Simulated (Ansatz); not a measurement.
## PdGe2 (model structure, started from the C49 type, Cmcm, No. 63, 6 atoms in the cell)

All values below come from PBE (Ansatz, a program for electronic structure, plane waves, PAW).

Run with plane-wave cutoff 500 eV, 12×12×12 k mesh, Fermi–Dirac smearing 0.05 eV, scalar-relativistic PAW data made under PBE.

Cell (relaxed at this level):

```yaml
crystal:
  lattice:
    - [1.81649, -6.10255, 0.00000]
    - [1.81649, 6.10255, 0.00000]
    - [0.00000, 0.00000, 4.64927]
  atoms:
    - { symbol: Ge, position: [0.93719, 0.06281, 0.25000] }
    - { symbol: Ge, position: [0.06281, 0.93719, 0.75000] }
    - { symbol: Ge, position: [0.26406, 0.73594, 0.25000] }
    - { symbol: Ge, position: [0.73594, 0.26406, 0.75000] }
    - { symbol: Pd, position: [0.60355, 0.39645, 0.25000] }
    - { symbol: Pd, position: [0.39645, 0.60355, 0.75000] }
```

```json
{
 "band_gap": "none"
}
```

Note: the relaxation could raise the start's symmetry but not lower it, so the cell can be a saddle point.

Spin–orbit coupling is not included.

The computed numbers hold no vibrational or temperature effects.

Computing time: roughly 7 core-minutes.

A model structure was made by putting elements into a prototype or built by hand; it is no filed structure, need not be a known phase, and can be a saddle point held by its symmetry.
